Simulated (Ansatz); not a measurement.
Consider CdTe in the zinc blende structure (space group F-43m, No. 216; a = 6.409 Å). Axes: x, y, z lie along the cube axes.

Method: LDA/PAW in Ansatz (a first-principles code), scalar-relativistic without spin-orbit coupling.

Before the change:

The valley order is Γ 0.61 eV; L along ⟨111⟩ 1.68 eV.

It is then changed as follows: tensile biaxial strain of 2.00 % in the plane normal to [001], as in epitaxy on a mismatched substrate; the out-of-plane cell vector and the atoms relax.

**Question.** Estimate the effect on the energy relative to the base, valley order and in-plane stress.

**Answer.** The energy goes up by 3.4 meV/atom; the valley order (the lowest conduction-band minima on the path, energy above the VBM, named in the base's zone) goes from Γ 0.61 eV; L along ⟨111⟩ 1.68 eV to Γ 0.47 eV; L along [1-1-1] 1.55 eV; the mean in-plane stress (compression positive) amounts to -0.8 GPa.

Spin-orbit coupling, missing from the scalar runs, can matter with Te. The levels and masses belong to the bands next to the band gap. Stability against distortions was not tested.
